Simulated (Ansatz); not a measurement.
Consider Sr in the fcc (Cu type) structure (space group Fm-3m, No. 225).

```xyz
1
Lattice="0.0000 3.0499 3.0499 3.0499 0.0000 3.0499 3.0499 3.0499 0.0000" Properties=species:S:1:pos:R:3 pbc="T T T"
Sr     0.0000     0.0000     0.0000
```

The other end (x = 1) is Mg in the fcc (Cu type) structure (space group Fm-3m, No. 225; a model cell, its experimental status unchecked): 22.73 Å³/atom, gap zero; this end may not be an ambient phase.

Calculations: plane-wave PAW DFT at the r2SCAN level (Ansatz, a first-principles code, 500 eV), scalar-relativistic without spin-orbit coupling.

Mg replaces a fraction x of Sr; each row is one arrangement (x, atoms in the cell, starting space group or random), fully relaxed.

One change was made to it. Results:

```json
[
 {"quantity": "shortest interatomic distance", "base": "4.313 Å", "after": "3.669 Å"},
 {"quantity": "deviation of the volume from the linear (Vegard-type) interpolation", "base": "–", "after": "+1.0 %"},
 {"quantity": "band gap", "base": "zero", "after": "zero"}
]
```

Which of these changes matches the shifts?
A. x(Mg) = 0.25, 4 atoms, Pmmm
B. x(Mg) = 0.5, 2 atoms, R-3m
C. x(Mg) = 0.25, 4 atoms, Pm-3m

B, x(Mg) = 0.5, 2 atoms, R-3m. For comparison, the deviation of the volume from the linear in the other runs: x(Mg) = 0.25, 4 atoms, Pmmm gives -2.7 %; x(Mg) = 0.25, 4 atoms, Pm-3m gives -5.0 %.

Each cell is one ordered arrangement of few atoms, which overstates ordering effects compared with a random alloy. No phonon test of stability was made. Under x(Mg) = 0.25, 4 atoms, Pmmm the cell changed shape so far that it is another structure. This is not the structure that Mg has at room temperature and ambient pressure.
